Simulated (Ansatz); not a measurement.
Input and report of a finite-temperature phonon run in Ansatz (LDA). The cell is fixed at its relaxed static size. Melting and transitions to other phases are not modelled. An odd repeat of the supercell leaves out some zone-boundary points, where instabilities often lie.

Ansatz 0.2 input:
```yaml
crystal:
  lattice:
    - [3.088771894, 0.0, 0.0]
    - [-1.544385947, 2.6749549267, 0.0]
    - [0.0, 0.0, 4.9431960148]
  atoms:
    - { symbol: Al, position: [0.6666666667, 0.3333333333, 0.0035913146] }
    - { symbol: Al, position: [0.3333333333, 0.6666666667, 0.5035913146] }
    - { symbol: N, position: [0.6666666667, 0.3333333333, 0.6216086854] }
    - { symbol: N, position: [0.3333333333, 0.6666666667, 0.1216086854] }
kpoints:
  mp_grid: { grid: [9, 9, 4] }
hamiltonian:
  xc: lda
  pseudopotentials: { kind: paw }
scf:
  occupations: { method: fixed }
phonons:
  supercell: [3, 3, 2]
  self_consistent:
    temperatures: [300, 1000]
    max_frequency_error: 3.0
    max_frames: 240
checkpoint:
  write: run
output:
  stress: true
```

```
--- Phonons at temperature: the self-consistent harmonic approximation ---
  24 frames of 72 atoms (3×3×2 cells), in populations of 8, 8 at 1000 K and 8 at 300 K: nothing lacks frames
  of 24 their SCF's own steps read whether they stand on a minimum of the electronic energy; no probe, look outside the group or whole filling of a shell is made of a frame, whatever scf.lower_state_search; one on another minimum than the …
  at 300 K
    the largest error of a frequency is 0.45 times what was asked for; the fitted model misses 1.3 % of the forces, every mode counted alike and far frames for less, of frames that it was not fitted to; the frames count as 8.0 of this …
    softest of the free energy's second derivatives: 172.86 ± 0.18 cm⁻¹ at q 0.0000 0.0000 0.5000; not told ahead of this temperature's last population
    the crystal stands in this phase at this temperature, as far as these wave vectors tell
    the ions' mean positions stand up to 0.0007 ± 0.0000 Å off those at rest (site 2 from 0, N)
    free energy -1779.365844 ± 0.000022 eV a cell, of which vibrations 0.348257; entropy 38.899 ± 0.011 J/(mol·K) of cells
      by the supercell's own 213 modes alone, which lack the rigid motions: not to be laid beside figures on a mesh. There are none: the force constants hold no dipole–dipole term between the supercell's wave vectors
      the supercell's own free energy is the best Gaussian's, an upper bound on the crystal's: what lies beyond it on the fitted surface stands below, to be added
    pressure 1.8558 ± 0.0245 GPa; at rest -0.0045, so that the ions' motion makes +1.8603
      stress (GPa, positive in compression): xx 1.9294 ± 0.0230, yy 1.9294 ± 0.0230, zz 1.7086 ± 0.0373, yz -0.0000 ± 0.0000, xz -0.0000 ± 0.0000, xy -0.0000 ± 0.0000
      by the supercell's own 213 modes alone, which lack the rigid motions: in the warmth about 1/72 of what the motion makes, which no ± holds; not to be laid beside figures on a mesh
    beyond the Gaussian, in the hollow that it stands in and those that the ions reach from there, by exact statistics on the surface that is fitted to the frames (rings of 8 beads):
      free energy -0.001012 ± 0.000103 eV a cell
      leaving out a pair of frames, or group of many, changes the fitted energy by up to 0.02 k_B T, T the rings' temperature (one standard deviation); of these ± those of the frequencies lack the bias that few frames leave, and those of …
      pressure +0.0062 ± 0.0025 GPa; with it, by the rings' own mean, 1.8618 ± 0.0246, so that the ions' motion makes +1.8663: by the supercell's own 213 modes alone, as the Gaussian's
      mean square displacement, over the three axes, of site 1 from 0, Al, the most changed: 0.00804 ± 0.00002 Å², of which +0.00008 beyond the Gaussian's
      softest frequency by how far the rings' centres move (above zero always: no sign of whether the crystal stands): 172.68 ± 0.21 cm⁻¹ at q 0.0000 0.0000 0.5000
    frequencies (cm⁻¹; below zero: imaginary; ±: error) of the harmonic crystal, of the Gaussian, of the free energy's second derivatives, each in its own ascending order
      q 0.0000 0.0000 0.0000
           239.59      236.76 ±  0.23      236.27 ±  0.24
           239.59      236.76 ±  0.23      236.27 ±  0.24
           553.33      553.75 ±  7.44      549.62 ±  7.38
           620.17      623.57 ±  0.51      611.50 ±  0.56
           666.51      673.04 ±  0.35      662.70 ±  0.38
           666.51      673.04 ±  0.35      662.70 ±  0.38
           677.96      682.74 ±  0.25      672.64 ±  0.88
           677.96      682.74 ±  0.25      672.64 ±  0.88
           729.27      730.41 ±  1.45      724.47 ±  1.36
      q 0.0000 0.0000 0.5000
           174.85      173.22 ±  0.19      172.86 ±  0.18
           174.85      173.22 ±  0.19      172.86 ±  0.18
           174.85      173.22 ±  0.19      172.86 ±  0.18
           174.85      173.22 ±  0.19      172.86 ±  0.18
           349.90      350.39 ±  0.60      347.88 ±  0.83
           349.90      350.39 ±  0.60      347.88 ±  0.83
           671.18      676.52 ±  0.13      666.34 ±  0.22
           671.18      676.52 ±  0.13      666.34 ±  0.22
           671.18      676.52 ±  0.13      666.34 ±  0.22
           671.18      676.52 ±  0.13      666.34 ±  0.22
           833.05      833.26 ±  0.56      826.26 ±  0.60
           833.05      833.26 ±  0.56      826.26 ±  0.60
      q 0.0000 0.3333 0.0000, and 5 like it
           198.10      195.60 ±  0.14      195.20 ±  0.13
           238.54      236.86 ±  0.08      236.08 ±  0.12
           322.91      320.21 ±  0.09      319.45 ±  0.13
           401.44      402.18 ±  0.11      399.67 ±  0.19
           432.14      430.35 ±  0.23      428.73 ±  0.22
           509.06      510.44 ±  0.14      505.72 ±  0.35
           631.45      635.78 ±  0.19      624.77 ±  0.23
           666.54      672.87 ±  0.09      662.95 ±  0.25
           675.44      678.46 ±  0.35      671.45 ±  0.35
           680.64      687.33 ±  0.22      677.98 ±  0.24
           727.57      732.51 ±  0.14      724.69 ±  0.18
           829.08      831.45 ±  0.16      824.87 ±  0.25
      q 0.0000 0.3333 0.5000, and 5 like it
           273.34      270.85 ±  0.18      269.57 ±  0.17
           273.34      270.85 ±  0.18      269.57 ±  0.17
           275.23      272.74 ±  0.20      272.12 ±  0.18
           275.23      272.74 ±  0.20      272.12 ±  0.18
           495.21      496.43 ±  0.17      493.20 ±  0.17
           495.21      496.43 ±  0.17      493.20 ±  0.17
           668.35      672.95 ±  0.13      663.85 ±  0.24
           668.35      672.95 ±  0.13      663.85 ±  0.24
           673.37      679.95 ±  0.10      670.33 ±  0.48
           673.37      679.95 ±  0.10      670.33 ±  0.48
           787.49      789.93 ±  0.23      783.44 ±  0.29
           787.49      789.93 ±  0.23      783.44 ±  0.29
```

Cost: about 50 core-minutes (a rough figure).

Ansatz is a first-principles code.
